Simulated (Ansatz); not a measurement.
Consider Nb in the bcc (W type) structure (space group Im-3m, No. 229; a = 3.2484 Å; relaxed with 0.1 eV smearing). Axes: x, y, z lie along the cube axes.

Computed with LDA (Ansatz, an electronic-structure program; PAW; 420 eV plane waves; without spin-orbit coupling).

It is then changed as follows: every lattice vector is stretched by 3.00 %; the atoms relax in the strained cell.

Question: Predict the stress tensor and what it implies for the stiffness.

Answer: Stress of the strained cell less that of the base (GPa, compression positive):
```
  -14.3     0.0     0.0
    0.0   -14.3     0.0
    0.0     0.0   -14.3
```

Then B = −ΔP/(ΔV/V₀) with ΔV/V₀ = 0.0927 gives secant stiffness values (nonlinear terms included at this strain): B ≈ 154 GPa.

As a check, the harmonic strain energy −½ V₀ Δσ:ε is 69 meV/atom; the computed energy rise is 76 meV/atom.

No phonon test of stability was made. All final runs are without spin polarisation.
